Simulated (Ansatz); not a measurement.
Mn3BGe (model structure, started from the Mn3GaN type, Pm-3m, No. 221, 5 atoms in the cell), treated with LDA (PAW; Ansatz, a program for electronic structure).

Run with plane-wave cutoff 520 eV, 14×14×14 k mesh, Fermi–Dirac smearing 0.05 eV, spin-polarised with parallel moments, scalar-relativistic PAW data made under PBE.

Cell (relaxed at this level):

```
Mn3BGe
1.0
    3.76783     0.00000     0.00000
    0.00000     3.76783     0.00000
    0.00000     0.00000     3.76783
Mn Ge B
3 1 1
Direct
  0.50000   0.50000   0.00000
  0.00000   0.50000   0.50000
  0.50000   0.00000   0.50000
  0.00000   0.00000   0.00000
  0.50000   0.50000   0.50000
```
Starting moments (μB, in the order of the record's atoms Mn Mn Mn Ge B): 5.0 5.0 5.0 0.0 0.0.

Task: Estimate the bulk modulus B0 that the calculation returns.

Result: 
* **bulk modulus B0**: 228 GPa

The run finds no gap.

Note: the magnetic order was assumed, not searched for or taken from measurement; the bulk modulus is −V dP/dV from two relaxed cells at ±2 % in volume; the moments ended far under their starting size, a low-moment state that need not be the lowest; the relaxation could raise the start's symmetry but not lower it, so the cell can be a saddle point.

Computed values are for the static lattice.

The result took very roughly 4 core-minutes.

A model structure was made by putting elements into a prototype or built by hand; it is no filed structure, need not be a known phase, and can be a saddle point held by its symmetry.
